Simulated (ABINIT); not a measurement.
Band structure of WC (P-6m2, 2 atoms in the cell).

```xyz
2
Lattice="2.8443 0.0000 0.0000 -1.4221 2.4632 0.0000 0.0000 0.0000 2.7690" Properties=species:S:1:pos:R:3 pbc="T T T"
W      0.0000     0.0000     0.0000
C      1.4221     0.8211     1.3845
```

Method: PBE, norm-conserving pseudopotentials (PseudoDojo nc-sr-05 PBE standard) (plane waves; ABINIT).

Settings: pseudos = [W.upf, C.upf]; ecut = 41 Ha; ixc = 11; occopt = 3; tsmear = 0.00367493 Ha; ngkpt = 9 9 8; nshiftk = 1; shiftk = 0 0 0; potentials = PseudoDojo nc-sr-05 PBE standard; kptopt = 1; nstep = 60; tolvrs1 = 1e-10; ndtset = 2.

The starting cell comes from a database of computed structures (which also holds hypothetical and non-ambient phases and stackings), without a prior relaxation at this level. Its lattice was rescaled by a random factor within 2.5 % of one. Spin-orbit coupling is off. Spin polarisation is off.

Levels in eV from the Fermi level, bands 6 to 13:
```
point      6      7      8      9     10    11    12    13
-----  -----  -----  -----  -----  -----  ----  ----  ----
Γ      -4.75  -3.70  -3.70   0.07   3.53  3.53  5.96  5.96
M      -7.39  -3.95  -3.93  -0.57   2.53  4.90  5.27  7.24
K      -6.99  -4.87  -3.77   0.61   0.95  2.12  3.48  9.88
A      -9.13  -2.28  -2.28  -0.70  -0.70  3.94  4.65  4.65
L      -6.93  -4.76  -4.38   0.40   4.83  5.82  7.22  9.86
H      -7.87  -5.72  -1.61  -0.72   4.78  7.08  8.27  9.96
```

Bands cross the Fermi level along this path, so the cell is metallic at this level.
